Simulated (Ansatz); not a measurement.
The starting structures come from a database of crystals and need not be the phases stable at ambient conditions.

Evanescent states of Ba$_{2}$NF (R-3m, not sure to be the ambient phase, 4 atoms a cell, 23.4 Å³ an atom) along the normal of (101)

Method: r2SCAN (plane waves, PAW; Ansatz, a program for electronic structure).

The gap is the functional's own, uncorrected, and κ follows it; spin-orbit coupling is left out. Mid-gap values are interpolated between the computed energies.

Energies count from the valence-band top; κ is the least over a 8×6 mesh across the current.

```json
[
 {"E (eV)": "0.04", "κ (1/Å)": "0.121", "where": "off Γ"},
 {"E (eV)": "0.12", "κ (1/Å)": "0.198", "where": "off Γ"},
 {"E (eV)": "0.20", "κ (1/Å)": "0.243", "where": "off Γ"},
 {"E (eV)": "0.28", "κ (1/Å)": "0.251", "where": "Γ"},
 {"E (eV)": "0.36", "κ (1/Å)": "0.254", "where": "Γ"},
 {"E (eV)": "0.44", "κ (1/Å)": "0.256", "where": "Γ"},
 {"E (eV)": "0.52", "κ (1/Å)": "0.257", "where": "Γ"},
 {"E (eV)": "0.60", "κ (1/Å)": "0.258", "where": "Γ"},
 {"E (eV)": "0.68", "κ (1/Å)": "0.248", "where": "off Γ"},
 {"E (eV)": "0.76", "κ (1/Å)": "0.232", "where": "off Γ"},
 {"E (eV)": "0.84", "κ (1/Å)": "0.214", "where": "off Γ"},
 {"E (eV)": "0.92", "κ (1/Å)": "0.192", "where": "off Γ"},
 {"E (eV)": "1.00", "κ (1/Å)": "0.167", "where": "off Γ"},
 {"E (eV)": "1.08", "κ (1/Å)": "0.136", "where": "off Γ"},
 {"E (eV)": "1.16", "κ (1/Å)": "0.094", "where": "off Γ"}
]
```

**Question.** How thick must the barrier be to attenuate the transmission by 10^6 when the electrodes' Fermi level lies at 0.52 eV, and what attenuation does that film give at 0.68 eV?

**Answer.** d = 6 ln 10 / (2 × 0.257) = 26.9 Å. At 0.68 eV it gives 6 × 0.248/0.257 = 5.8 decades.
